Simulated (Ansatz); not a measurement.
A self-consistent single point of LaPd5 (P6/mmm, 6 atoms in the cell) with Ansatz (a first-principles code).

Method of the run: PBEsol, default PAW files made with PBE (plane waves; Ansatz).

The change in words: lattice scaled by 0.98. Reference geometry:
```xyz
6
Lattice="5.3412 0.0000 0.0000 -2.6706 4.6256 0.0000 0.0000 0.0000 4.4877" Properties=species:S:1:pos:R:3 pbc="T T T"
La     0.0000     0.0000     0.0000
Pd    -1.3353     2.3128     2.2439
Pd     2.6706     0.0000     2.2439
Pd     1.3353     2.3128     2.2439
Pd     0.0000     3.0837     0.0000
Pd     2.6706     1.5419     0.0000
```

Reference input (self-consistent single point, DFT, PBEsol, plane waves, default PAW files made with PBE): kpoints.mp_grid.grid = 7 7 7; hamiltonian.xc = pbesol; hamiltonian.pseudopotentials = {kind: paw} (the program's default PAW files); scf.occupations.method = gaussian; scf.occupations.width = 0.01 Ry. This run's input differs from it in these lines:

```diff
@@ -3,5 +3,5 @@
   lattice:
-    - [5.341160, 0.000000, 0.000000]
-    - [-2.670580, 4.625580, 0.000000]
-    - [0.000000, 0.000000, 4.487700]
+    - [5.234337, 0.000000, 0.000000]
+    - [-2.617168, 4.533068, 0.000000]
+    - [0.000000, 0.000000, 4.397946]
   atoms:
```

Log, with long lists cut:

```
SCF iter   1: F=—  HF=-40697.813468 eV  |F-HF|=—  |Δ(HF+E_count)|=         —  Δρ=1.10e-2  dr2=1.25e-1  ethr=1.77e-3  ⟨swp⟩=5.1  Hψ=6422  notcnv=0
all-band conjugate gradients solve this SCF's bands
preconditioner: auto → Kerker (q_TF=auto, 2.713 Å⁻¹)
SCF iter   2: F=—  HF=-40697.792368 eV  |F-HF|=—  |Δ(HF+E_count)|=   2.11e-2  Δρ=3.91e-3  dr2=1.53e-2  ethr=1.24e-4  ⟨swp⟩=2.1  Hψ=3836  notcnv=0
SCF iter   3: F=—  HF=-40697.789522 eV  |F-HF|=—  |Δ(HF+E_count)|=   2.85e-3  Δρ=8.47e-4  dr2=7.56e-4  ethr=1.52e-5  ⟨swp⟩=2.0  Hψ=2417  notcnv=0
SCF iter   4: F=—  HF=-40697.789394 eV  |F-HF|=—  |Δ(HF+E_count)|=   1.29e-4  Δρ=1.97e-4  dr2=6.08e-5  ethr=7.48e-7  ⟨swp⟩=2.2  Hψ=3148  notcnv=0
SCF iter   5: F=—  HF=-40697.789391 eV  |F-HF|=—  |Δ(HF+E_count)|=   2.46e-6  Δρ=6.12e-5  dr2=4.35e-6  ethr=6.02e-8  ⟨swp⟩=2.1  Hψ=2885  notcnv=0
SCF iter   6: F=—  HF=-40697.789391 eV  |F-HF|=—  |Δ(HF+E_count)|=   6.61e-7  Δρ=2.40e-5  dr2=9.40e-7  ethr=4.31e-9  ⟨swp⟩=2.0  Hψ=3088  notcnv=0
SCF iter   7: F=-40697.789390 eV  HF=-40697.789390 eV  |F-HF|=2.52e-8  |Δ(HF+E_count)|=   7.51e-8  Δρ=5.44e-6  dr2=5.39e-8  ethr=9.90e-11  ⟨swp⟩=7.2  Hψ=8576  notcnv=0
SCF 1 converged in 7 iterations: F = -40697.789390 eV  dr2 = 5.39e-8
Free energy (F): -40697.789390 eV
Internal energy: -40697.737739 eV  (E = F + TS)
E sigma→0 (E₀):  -40697.763565 eV
Entropy (-TS):   -0.051651 eV (-8.609 meV/atom)
Fermi energy:    17.976022 eV
--- Forces (eV/Å), atoms counted from 1 ---
  atom   1  La    -0.00000000     0.00000000     0.00000000
   [... zero for the other atoms too ...]
--- Stress (GPa, compression-positive) ---
        5.224358      -0.000000      -0.000000
       -0.000000       5.224358      -0.000000
       -0.000000      -0.000000       4.485371
  P = ⅓ Tr σ = 4.9780 GPa (49.780 kbar)
  The stress holds the Pulay correction. Without it, at fixed plane waves, as pw.x and ABINIT print it: P = 4.9401 GPa
```

The run converged in 7 iterations. Against the reference run the free energy hardly moves (within 1 meV/atom) and the pressure goes from -4.13 to 4.98 GPa.

The starting cell comes from a database of computed structures (which also holds hypothetical and non-ambient phases and stackings), without a prior relaxation at this level. For this run, on top of that: lattice scaled by 0.98. Spin polarisation is off. With a pressure of about 5 GPa the cell is away from its equilibrium volume at this level. Ansatz's pressure includes its estimate of the finite-basis (Pulay) stress.

Keys are those of Ansatz 0.2.
